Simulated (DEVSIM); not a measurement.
System: abrupt Si p-n junction, at 400 K.

Layer 1 from the left is Si, thickness (μm) 2.10, Na (cm⁻³) 1.6e15, τn (s) 6.8e-5, τp (s) 6.8e-5. Layer 2 from the left is Si, thickness (μm) 4.90, Nd (cm⁻³) 6.9e17, τn (s) 6.8e-5, τp (s) 6.8e-5.

Left contact: ohmic. Right contact: ohmic. Voltage is applied to the left contact. Recombination: SRH at mid-gap. Mobility is constant in doping.

Constants are typed, rounded textbook-type inputs, not results; the design itself was drawn at random and stands for no fabricated device. Values at 300 K; Nc and Nv go as T^1.5, mobilities as T to minus their exponent, the gap by Varshni's rule with the affinity fixed.

Si: gap (eV) 1.124, affinity (eV) 4.05, permittivity 11.7, Nc (cm⁻³) 2.86e19, Nv (cm⁻³) 3.1e19, μn (cm²/Vs) 1417, μp (cm²/Vs) 470, T exponent of μn 2.3, T exponent of μp 2.2, Varshni α (eV/K) 0.000473, Varshni β (K) 636.

DEVSIM, 1D drift-diffusion, Boltzmann statistics, complete ionisation; no tunnelling, impact ionisation, image-force lowering or self-heating.

Dark forward current:

| |V| (V) | |J| (A/cm²) |
|---|---|
| 0.05 | 0.001747 |
| 0.10 | 0.008965 |
| 0.15 | 0.03884 |
| 0.20 | 0.1620 |
| 0.25 | 0.6639 |
| 0.30 | 2.645 |
| 0.35 | 9.847 |
| 0.40 | 32.37 |
| 0.45 | 91.70 |
| 0.50 | 228.7 |
| 0.55 | 517.4 |
| 0.60 | 1078 |
| 0.65 | 2065 |

Problem. Work out the local ideality factor n = ΔV / (kT/q · ln(J2/J1)) between the rows 0.15 and 0.20 V, 0.60 and 0.65 V.

Solution. kT/q = 34.47 mV. From 0.15 to 0.20 V: ln(0.1620/0.03884) = 1.428, n = 1.02, near the 1 of diffusion or emission over a barrier. From 0.60 to 0.65 V: ln(2065/1078) = 0.650, n = 2.23.

Problem. Estimate the current at 0.20 V from the Shockley equation with J0 = Σ q ni² D/(N L) coth(W/L), τ joining the SRH, radiative and Auger lifetimes that are on, and W taken as the whole layer.

Solution. ni² = 3.22e25 cm⁻⁶; electrons in the p layer: μ = 731 cm²/Vs, D = 25.2 cm²/s, τ = 6.80e-5 s, L = 414 μm, W/L = 0.0051, term 0.000387 A/cm²; holes in the n layer: μ = 250 cm²/Vs, D = 8.60 cm²/s, τ = 6.80e-5 s, L = 242 μm, W/L = 0.020, term 1.31e-7 A/cm². J0 = 0.000388 A/cm², and J = J0 exp(qV/kT) = 0.128 A/cm². The simulation gives 0.162 A/cm²; the estimate lies 21 % below. The estimate leaves out recombination in the depletion region and that region's share of W.
